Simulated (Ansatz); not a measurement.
## Response to strain in CdSe

Start from CdSe in the zinc blende structure (space group F-43m, No. 216; a = 6.082 Å).

Strains are applied to the cell and any free atomic positions relax.

Calculations: PBEsol (Ansatz, a program for electronic structure; PAW; 420 eV plane waves; no spin-orbit coupling).

Candidates:
(a) isotropic strain +3.00 %
(b) isotropic strain +0.50 %
(c) isotropic strain +1.00 %

Before the change:

* **Band gap**: 0.48 eV

**Question.** Order them by band gap, lowest first.

**Answer.** (a) isotropic strain +3.00 % (0.31 eV), (c) isotropic strain +1.00 % (0.42 eV), (b) isotropic strain +0.50 % (0.45 eV)

Whether these cells are dynamically stable was not tested.
